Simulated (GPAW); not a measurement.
**σxx against uniaxial strain in rock-salt SnTe (space group 225): C11 (GPAW, PBEsol)**

```
CELL_PARAMETERS angstrom
      0.00000     3.13797     3.13797
      3.09090     0.00000     3.13797
      3.09090     3.13797     0.00000
ATOMIC_POSITIONS crystal
  Sn 0.00000 0.00000 0.00000
  Te 0.50000 0.50000 0.50000
```

Computed with PBEsol, GPAW PAW datasets PBEsol (made by gpaw-setup) (plane waves; GPAW 25.7.0). Settings: mode = pw; ecut = 585 eV; xc = PBEsol; kpts = 10 10 10; mesh shift (steps) = 0 0 0; occupations.name = fermi-dirac; occupations.width = 0.01 eV; nbands = -4; convergence.density = 1e-06 e/electron; convergence.energy = 1e-06 eV/electron; convergence.bands = -2; symmetry.symmorphic = false; symmetry.tolerance = 0.0005; maxiter = 120. The cell above is the first row's. The rows stretch one cube axis (x) by the strain ε and hold the other two. Stress is positive in tension. In all rows fractional positions and the k mesh are held.

| ε (%) | σxx (GPa) |
|---|---|
| -1.5 | -2.25 |
| -1.0 | -1.45 |
| -0.5 | -0.69 |
| 0.0 | 0.02 |
| 0.5 | 0.68 |
| 1.0 | 1.31 |
| 1.5 | 1.89 |
| 2.0 | ? |

Question: Using a parabola, estimate the missing σxx at ε = 2.0 from the other rows, showing the fit.

Answer: Least squares gives σxx = 0.018 + 1.3793·ε - 0.0881·ε². Residuals (row less fit): -0.001, -0.001, 0.004, 0.002, -0.006, 0.001, 0.001; standard error 0.004 (degrees of freedom: 4). The slope at ε = 0, 1.3793 GPa per cent, gives C11 ≈ 100 × 1.3793 = 138 GPa, for the static lattice. At the withheld row, σxx = 0.018 + 1.3793 × 2.0 - 0.0881 × 2.0² = 2.424 GPa. The calculation gives 2.44 GPa, 0.016 GPa above the prediction (0.3 % of the range of σxx in the table). The row lies outside the fitted rows, so this is an extrapolation. From the scatter of the fitted rows alone, a prediction at this place has a standard error of 0.007 GPa, so the miss is 2.4 times that.

Carrying the step between the two nearest rows on in a straight line would have given 2.47, off by 0.03; series whose last step already gives the withheld value aren't shown. The reference cell has the volume at which an earlier scan in this program and functional put its minimum by a fit. This is the room-temperature phase, which distorts on cooling and is held here by symmetry. The runs keep the symmetry of the cell, so they don't test it for distortions. The unstrained cell stands at a pressure of -0.02 GPa, and the constants belong to that pressure. By symmetry this strain leaves no force on the atoms; the largest in the rows is 0.000 eV/Å. Spin-orbit coupling is off. Cutoffs and mesh are single choices, not tested for convergence of this quantity. Series with a scatter that would blur these digits, or in which a gap closes, are not shown. Strain series were run only where this level's volume lies within 10 % of a first guess from the measured size.
